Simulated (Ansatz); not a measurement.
Defect: Al-vacancy pair (Al on one host Ir site, one Ir site vacant) in fcc Ir, neutral cell. Method: PBE, PAW (plane waves to 420 eV; Ansatz, a quantum-chemistry and plane-wave program).

32-site cell at the relaxed PBE lattice, a 2×2×2 k-point mesh shifted by half a step, smearing 0.10 eV, spin-restricted, no finite-size correction. Static, classical nuclei. Spin-orbit coupling is left out. Forms of the defect that were not tried may lie lower.

Barriers: single points on a 4×4×4 k-point mesh shifted by half a step at the bands' geometries (they differ from the bands' own by up to 0.21 eV, and are uncertain by about as much).

A. direct exchange of Al with the vacancy (Al-vacancy distance between ideal sites 2.74 Å throughout); the atom moves 2.51 Å along (0.00, 0.46, 0.46) of the unit cell; the moving atom starts with neighbours 4 Ir at 2.69, 2 Ir at 2.76, 4 Ir at 2.81, Ir at 2.83 Å and ends with 4 Ir at 2.69, 2 Ir at 2.76, 4 Ir at 2.81, Ir at 2.83 Å; the start lies 0.067 eV above the lowest site run; saddle order not checked, on a symmetry element.
B. a nearby Ir atom hops onto the vacant site (Al-vacancy distance between ideal sites 2.74 → 4.74 Å); the atom moves 2.70 Å along (0.49, -0.49, 0.00) of the unit cell; the moving atom starts with neighbours 2 Ir at 2.71, 3 Ir at 2.73, 5 Ir at 2.74, Ir at 2.75 Å and ends with Al at 2.77; 2 Ir at 2.70, 2 Ir at 2.72, 4 Ir at 2.74, Ir at 2.75, Ir at 2.77 Å; the start lies 0.067 eV above the lowest site run; saddle order not checked.

A band can be held on a symmetry element, so unchecked saddle points there may be too high.

Q: Put the candidates in order of forward barrier, lowest first, for PBE, PAW.

A: A (0.63 eV), B (2.48 eV)
